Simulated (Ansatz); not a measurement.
Input and output of a self-consistent single point for CoSi2 (I4mm, 3 atoms in the cell) (Ansatz, an electronic-structure program).

Method of the run: PBEsol, default PAW files made with PBE (plane waves; Ansatz).

```yaml
crystal:
  lattice:
    - [0.00000, 2.67196, 2.67196]
    - [2.67196, 0.00000, 2.67196]
    - [2.67196, 2.67196, 0.00000]
  atoms:
    - { symbol: Co, position: [0.00936, 0.00936, 0.99064] }
    - { symbol: Si, position: [0.25000, 0.25000, 0.25000] }
    - { symbol: Si, position: [0.75000, 0.75000, 0.75000] }
```

Reference input (self-consistent single point, DFT, PBEsol, plane waves, default PAW files made with PBE): basis.ecutwfc = 420 eV; kpoints.mp_grid.grid = 11 11 11; hamiltonian.xc = pbesol; hamiltonian.pseudopotentials = {kind: paw} (the program's default PAW files); scf.occupations.method = fermi_dirac; scf.occupations.width = 0.1 eV. This run's input differs from it in these lines:

Ansatz 0.2 input:
```diff
@@ -11,3 +11,3 @@
 basis:
-  ecutwfc: 420.0 eV
+  ecutwfc: 145.0 eV
 kpoints:
```

The program printed (abridged):

```
SCF iter   1: F=—  HF=-6254.065051 eV  |F-HF|=—  |Δ(HF+E_count)|=         —  Δρ=9.76e-1  dr2=2.04e2  ethr=1.77e-3  ⟨swp⟩=5.0  Hψ=9734  notcnv=0
all-band conjugate gradients solve this SCF's bands
preconditioner: auto → LDOS
SCF iter   2: F=—  HF=-6245.651102 eV  |F-HF|=—  |Δ(HF+E_count)|=    8.41e0  Δρ=7.96e-1  dr2=9.51e1  ethr=1.77e-3  ⟨swp⟩=3.0  Hψ=7229  notcnv=0
   [... lines left out ...]
SCF iter   9: F=—  HF=-6210.774505 eV  |F-HF|=—  |Δ(HF+E_count)|=   1.17e-3  Δρ=2.28e-4  dr2=1.87e-5  ethr=1.73e-7  ⟨swp⟩=2.0  Hψ=3203  notcnv=0
SCF iter  10: F=—  HF=-6210.774504 eV  |F-HF|=—  |Δ(HF+E_count)|=   1.68e-6  Δρ=1.30e-4  dr2=6.54e-6  ethr=7.48e-8  ⟨swp⟩=1.0  Hψ=2142  notcnv=0
SCF iter  11: F=—  HF=-6210.774503 eV  |F-HF|=—  |Δ(HF+E_count)|=   5.61e-7  Δρ=8.72e-5  dr2=2.94e-6  ethr=2.62e-8  ⟨swp⟩=1.0  Hψ=2142  notcnv=0
SCF iter  12: F=-6210.774503 eV  HF=-6210.774503 eV  |F-HF|=3.75e-8  |Δ(HF+E_count)|=   3.91e-7  Δρ=1.12e-5  dr2=4.72e-8  ethr=4.00e-10  ⟨swp⟩=3.1  Hψ=7492  notcnv=0
SCF 1 converged in 12 iterations: F = -6210.774503 eV  dr2 = 4.72e-8
Free energy (F): -6210.774503 eV
Internal energy: -6210.721280 eV  (E = F + TS)
E sigma→0 (E₀):  -6210.747891 eV
Entropy (-TS):   -0.053222 eV (-17.741 meV/atom)
Fermi energy:    12.602218 eV
--- Forces (eV/Å), atoms counted from 1 ---
  atom   1  Co     0.00000000     0.00000000    -0.27244975
  atom   2  Si     0.00000000    -0.00000000     0.13622925
  atom   3  Si     0.00000000     0.00000000     0.13622925
--- Stress (GPa, compression-positive) ---
       41.613214       0.000000      -0.000000
        0.000000      41.613214       0.000000
       -0.000000       0.000000      41.634784
  P = ⅓ Tr σ = 41.6204 GPa (416.204 kbar)
  The stress holds the Pulay correction. Without it, at fixed plane waves, as pw.x and ABINIT print it: P = -1646.9113 GPa
```

The run converged in 12 iterations. Against the reference run the free energy goes up by 42.3 eV/atom, the pressure goes from -3.07 to 41.62 GPa and the largest force goes from 0.580 to 0.272 eV/Å.

The starting cell has typed, rounded lattice constants, without a prior relaxation at this level. Its lattice was rescaled by up to half a per cent. One atom was moved a little off its site on purpose. Spin polarisation is off. Ansatz's pressure includes its estimate of the finite-basis (Pulay) stress. Without the estimate this run gives -1646.91 GPa. The cutoff lies below the one recommended for these files.
